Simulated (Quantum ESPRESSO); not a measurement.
Worked example: self-consistent single point of ScNiC₂ (P4/nmm, 8 atoms in the cell) in Quantum ESPRESSO.

Level of theory: PBEsol, GBRV 1.5 ultrasoft (PBESOL) pseudopotentials (plane waves; Quantum ESPRESSO).

```
ScNiC2
1.0
    3.37339     0.00000     0.00000
    0.00000     3.37339     0.00000
    0.00000     0.00000     7.25256
Sc Ni C
2 2 4
Direct
  0.00000   0.50000   0.65720
  0.50000   0.00000   0.34280
  0.00000   0.00000   0.00000
  0.50000   0.50000   0.00000
  0.00000   0.50000   0.16395
  0.50000   0.00000   0.83605
  0.00000   0.50000   0.35351
  0.50000   0.00000   0.64649
```

Reference input (self-consistent single point, DFT, PBEsol, plane waves, GBRV 1.5 ultrasoft (PBESOL) pseudopotentials): ecutwfc = 50 Ry; ecutrho = 400 Ry; occupations = smearing; smearing = marzari-vanderbilt; degauss = 0.0147 Ry; potentials = {Sc: sc_pbesol_v1.uspp.F.UPF, Ni: ni_pbesol_v1.4.uspp.F.UPF, C: c_pbesol_v1.2.uspp.F.UPF}; K_POINTS = automatic 7 7 3 0 0 0; conv_thr = 1e-10 Ry; mixing_beta = 0.7. This run's input differs from it in these lines:

```diff
@@ -15,3 +15,3 @@
  smearing = 'marzari-vanderbilt',
- degauss = 0.0147,
+ degauss = 0.02205,
 /
@@ -39,3 +39,3 @@
 K_POINTS {automatic}
-7 7 3  0 0 0
+6 6 3  0 0 0
```

Output, abridged:

```
     Self-consistent Calculation

     iteration #  1     ecut=    50.00 Ry     beta= 0.70

     total energy              =    -902.71003257 Ry
     estimated scf accuracy    <      29.41305281 Ry

     iteration #  2     ecut=    50.00 Ry     beta= 0.70

     total energy              =    -862.96315083 Ry
     estimated scf accuracy    <     507.66466889 Ry

     iteration #  3     ecut=    50.00 Ry     beta= 0.70

     total energy              =    -919.78085379 Ry
     estimated scf accuracy    <      57.42506061 Ry

   [... 17 blocks of this kind left out ...]

     iteration # 21     ecut=    50.00 Ry     beta= 0.70

     total energy              =    -920.76697938 Ry
     estimated scf accuracy    <          2.2E-10 Ry

     iteration # 22     ecut=    50.00 Ry     beta= 0.70
     End of self-consistent calculation

     the Fermi energy is    14.1045 ev

!    total energy              =    -920.76697938 Ry
     estimated scf accuracy    <          2.9E-11 Ry
     smearing contrib. (-TS)   =      -0.00074041 Ry
     internal energy E=F+TS    =    -920.76623898 Ry

     convergence has been achieved in  22 iterations

     Forces acting on atoms (cartesian axes, Ry/au):

     atom    1 type  1   force =     0.00000000    0.00000000   -0.00192581
     atom    2 type  1   force =     0.00000000    0.00000000    0.00192581
     atom    3 type  2   force =     0.00000000    0.00000000    0.00000000
     atom    4 type  2   force =     0.00000000    0.00000000    0.00000000
     atom    5 type  3   force =     0.00000000    0.00000000   -0.01166094
   [... lines left out ...]

     Total force =     0.018697     Total SCF correction =     0.000013

          total   stress  (Ry/bohr**3)                   (kbar)     P=      -63.33
  -0.00046108   0.00000000   0.00000000          -67.83        0.00        0.00
   0.00000000  -0.00046108   0.00000000            0.00      -67.83        0.00
   0.00000000   0.00000000  -0.00036933            0.00        0.00      -54.33

   JOB DONE.
```

The run converged in 22 iterations. Against the reference run the free energy rises by 1.8 meV/atom, the pressure moves little (-6.36 to -6.33 GPa) and the largest force goes from 0.283 to 0.300 eV/Å. The full log also holds: “c_bands:  1 eigenvalues not converged”.

The starting cell comes from a database of computed structures (which also holds hypothetical and non-ambient phases and stackings), without a prior relaxation at this level. Spin polarisation is off. With a pressure of about -6 GPa the cell is away from its equilibrium volume at this level.

Cost on one core of a shared machine: roughly 2 min.
